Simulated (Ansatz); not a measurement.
**Hf: response to strain**

Take Hf in the hcp (Mg type) structure (space group P6_3/mmc, No. 194; a = 3.198 Å, c = 5.049 Å; relaxed with 0.1 eV smearing) as the base.

Strains are applied to the cell and any free atomic positions relax.

All numbers come from Ansatz (a quantum-chemistry and plane-wave program), r2SCAN, PAW, cutoff 500 eV, no spin-orbit coupling.

Notes on the quantities. energy relative to the base: free energy F; pressure: mean of the normal stresses, compression positive.

| change | shortest interatomic distance | energy relative to the base | pressure |
|---|---|---|---|
| base | 5.910 bohr | 0 meV/atom | 0.0 GPa |
| isotropic strain −3.00 % | 5.733 bohr | +67 meV/atom | 11.7 GPa |
| isotropic strain −2.50 % | 5.763 bohr | +46 meV/atom | 9.5 GPa |
| isotropic strain −2.00 % | 5.792 bohr | +29 meV/atom | 7.4 GPa |
| isotropic strain −1.50 % | 5.822 bohr | +16 meV/atom | 5.4 GPa |
| isotropic strain −1.00 % | 5.851 bohr | +7.1 meV/atom | 3.5 GPa |
| isotropic strain −0.50 % | 5.881 bohr | +1.7 meV/atom | 1.7 GPa |

Whether these cells are dynamically stable was not tested. The final runs are not spin-polarised.
